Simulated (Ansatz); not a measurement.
**MgO: pressure series**

Take MgO (space group P6_3/mmc, No. 194; a cell from a computed database, its experimental status unchecked) as the base.

```
CELL_PARAMETERS angstrom
      3.49395     0.00000     0.00000
     -1.74697     3.02585     0.00000
      0.00000     0.00000     4.19407
ATOMIC_POSITIONS crystal
  Mg 0.66667 0.33333 0.75000
  Mg 0.33333 0.66667 0.25000
  O  0.66667 0.33333 0.25000
  O  0.33333 0.66667 0.75000
```

Cell and atoms are relaxed at each pressure.

Method: Ansatz (a program for electronic structure) PBEsol, no SOC.

Candidates:
(a) pressure 1.5 GPa
(b) pressure −2 GPa
(c) pressure 7.5 GPa

Base values:

| Property | Value |
|---|---|
| Band gap | 3.27 eV |

Task: Order them by band gap, highest first.

Result: (c) pressure 7.5 GPa (3.53 eV), (a) pressure 1.5 GPa (3.33 eV), (b) pressure −2 GPa (3.20 eV)

Load acts through the strain it causes; cell and atoms are relaxed under it. Stability against distortions was not tested. No other phases were tried under pressure. This is not the structure that MgO has at room temperature and ambient pressure.
